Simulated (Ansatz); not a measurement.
C (Imma), Ansatz (a quantum-chemistry and plane-wave program) with PBE, rigid bands: Condition of this run: uniaxial stress along [110] of -33 GPa (compression positive) (the target of the relaxation). band gap 3.53 eV, N_c = 2.28e19 cm⁻³ and N_v = 6.54e18 cm⁻³ at 300 K, conductivity masses along y (a = (0.03, 1.80, 1.77) Å; b = (1.80, 0.03, 1.77) Å; c = (1.83, 1.83, 0.00) Å) of 0.302 mₑ (electrons) and 0.346 mₑ (holes). Take k_BT = 0.02585 eV.

### Question
A film of it is 2 nm thick, with its normal along the direction named. Estimate the confinement energies in an infinite well.

### Answer
ħ²π²/(2m t²) = 0.376 eV·nm²/(m/mₑ × t²) gives 311 meV for electrons and 272 meV for holes, so the gap would widen to about 4.11 eV. Finite barriers and nonparabolic bands lower this, and with several valleys or bands the heaviest mass along the normal sets the lowest level, not this average.

### Question
Find the intrinsic carrier density and the intrinsic Fermi level.

### Answer
n_i = √(N_c N_v) exp(−E_g/2k_BT) = 1.22e19 × exp(−68.27) = 2.7e-11 cm⁻³. The level lies (k_BT/2) ln(N_v/N_c) = -16 meV from mid-gap (positive towards the conduction band). Each 0.1 eV added to the gap lowers n_i by a factor of 6.9.

### Question
What thermal injection velocity √(2k_BT/πm) limits a ballistic channel along the direction named?

### Answer
9.79e6 cm/s for electrons and 9.15e6 cm/s for holes, a ratio of √(m_h/m_e) = 1.07, for dilute carriers.

Rigid, parabolic bands with the computed gap; masses take one relaxation time for all states. Spin-orbit coupling is left out. Geometry: cell and atoms relaxed with PBEsol.
